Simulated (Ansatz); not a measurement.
The reference is GaN in the zinc blende structure (space group F-43m, No. 216; a = 4.498 Å).

Levels (all Ansatz, a quantum-chemistry and plane-wave program, PAW): r2SCAN (500 eV, no spin-orbit coupling); HSE06 (420 eV, spin-orbit coupling left out).

Its gap is 2.17 eV with r2SCAN and 3.00 eV with HSE06.

Now apply this change: hydrostatic tension (pressure −2 GPa).

With r2SCAN the gap becomes 2.10 eV.

Problem. If the HSE06 correction stayed the same, what would the HSE06 gap be, and what does the HSE06 run give?

Solution. A rigid correction of +0.83 eV gives 2.93 eV. The HSE06 run gives 2.92 eV, so the two effects roughly add.

Single points use the geometry relaxed with r2SCAN. Load acts through the strain it causes; cell and atoms are relaxed under it. Whether these cells are dynamically stable was not tested. This is not the structure that GaN has at room temperature and ambient pressure.
